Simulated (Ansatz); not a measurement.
# BaMoO3: isotropic strain −1.05 %

Base system: BaMoO3 in the cubic perovskite structure (space group Pm-3m, No. 221; a = 4.0093 Å; a cell from a computed database, its experimental status unchecked).

One thing is altered: an isotropic linear strain of −1.05 %; the atoms relax in the strained cell.

The values are results of PBEsol (Ansatz, a first-principles code), spin-orbit coupling left out, not measurements. k-mesh 12×12×12 (Γ-centred); smearing 0.05 eV (Fermi–Dirac).

The volume per atom decreases by 0.40 Å³ (12.89 Å³ → 12.49 Å³) and the shortest interatomic distance drops by 0.021 Å to 1.984 Å. The energy grows by 8.2 meV/atom and the band gap is still zero.

Final structure:

```yaml
crystal:
  lattice:
    - [3.96720, 0.00000, 0.00000]
    - [0.00000, 3.96720, 0.00000]
    - [0.00000, 0.00000, 3.96720]
  atoms:
    - { symbol: Ba, position: [0.50000, 0.50000, 0.50000] }
    - { symbol: Mo, position: [0.00000, 0.00000, 0.00000] }
    - { symbol: O, position: [0.00000, 0.50000, 0.00000] }
    - { symbol: O, position: [0.50000, 0.00000, 0.00000] }
    - { symbol: O, position: [0.00000, 0.00000, 0.50000] }
```

Whether these cells are dynamically stable was not tested. No Hubbard U is applied, and correlation can decide whether such a compound is a metal. The final runs are not spin-polarised. Many cubic perovskites are stable only at high temperature; tilts and polar distortions were not tested.
